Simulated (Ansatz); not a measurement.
```
CELL_PARAMETERS angstrom
      5.47269     0.00000     0.00000
      0.00000     5.47269     0.00000
      0.00000     0.00000     5.47269
ATOMIC_POSITIONS crystal
  S  0.23764 0.76236 0.76236
  S  0.76236 0.76236 0.23764
  S  0.23764 0.23764 0.23764
  S  0.76236 0.23764 0.76236
  Zn 0.50000 0.00000 0.00000
  Zn 0.00000 0.00000 0.50000
  Cd 0.50000 0.50000 0.50000
  Zn 0.00000 0.50000 0.00000
```

No spin polarisation.

The values are results of Ansatz (an electronic-structure program) PBEsol, scalar-relativistic without spin-orbit coupling, not measurements. Γ-centred 6×6×6 mesh, Fermi–Dirac width 0.05 eV.

**Question.** What gap character (in this cell's own zone, which can be folded) does the calculation give?

**Answer.** Direct at Γ.

**Question.** What is the computed band gap?

**Answer.** 1.72 eV.

**Question.** What hole mass (degenerate bands, along [100]) does the calculation give?

**Answer.** 0.17, 0.78, 0.78 mₑ (at Γ).

**Question.** What is the computed electron mass?

**Answer.** 0.15 mₑ (at Γ).

Each cell is one ordered arrangement of few atoms, which overstates ordering effects compared with a random alloy. Masses are band curvatures over ±0.01 Å⁻¹ around the edge. No phonon test of stability was made. The cell was made from ZnS by this change: x(Cd) = 0.25, 8 atoms, P-43m.
